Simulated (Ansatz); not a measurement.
## MgTe, response to strain

The reference is MgTe in the wurtzite structure (space group P6_3mc, No. 186).

```
MgTe
1.0
    4.56143     0.00000     0.00000
   -2.28071     3.95031     0.00000
    0.00000     0.00000     7.41192
Mg Te
2 2
Direct
  0.33333   0.66667   0.99959
  0.66667   0.33333   0.49959
  0.33333   0.66667   0.37641
  0.66667   0.33333   0.87641
```

Cartesian axes are those of the cell as printed.

Strains are applied to the cell and any free atomic positions relax.

Method: Kohn–Sham DFT with the PBEsol functional, run in Ansatz (a program for electronic structure) with PAW and 420 eV plane waves, spin-orbit coupling left out.

Notes on the quantities. energy relative to the base: free energy F.

| uniaxial strain ε_zz (%) | energy relative to the base (meV/atom) |
|---|---|
| 0 | 0.0 |
| 0.6 | 0.2 |
| 1.2 | 0.9 |
| 1.8 | 1.9 |
| 2.4 | ? |
| 3 | 5.2 |

Fit ΔE = Aε² + Bε³ (ε in %) to the rows shown and predict the withheld row.

Least squares on the printed values gives A = 0.615 and B = -0.012 meV/atom (largest residual 0.0 meV/atom); this predicts 3.4 meV/atom, and the run gives 3.4 meV/atom, in agreement.

Stability against distortions was not tested.
